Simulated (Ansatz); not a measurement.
For SiO2 (P4₁2₁2, No. 92), PBE-D4 (plane waves, PAW; Ansatz, an electronic-structure program) gives:

| Item | Value |
|---|---|
| lattice constant a | 4.931 Å |
| lattice parameter c | 6.788 Å |
| formation enthalpy | -2.814 eV/atom |

**Question.** What does r²SCAN+rVV10 (PAW; Ansatz) give for the same quantities?

**Answer.** 
- lattice constant a: 4.896 Å (falls by 0.7 %)
- lattice parameter c: 6.745 Å (drops by 0.6 %)
- formation enthalpy: -3.039 eV/atom (moves by -0.225 eV/atom)

Changes are worked out from the printed values.

Unless a cell is named, each level is at its own relaxed cell (PBE-D4 13.76, r²SCAN+rVV10 13.48 Å³/atom).

Ansatz's density-functional and Hartree–Fock values are scalar-relativistic unless marked +SOC, with PAW data made under PBE.
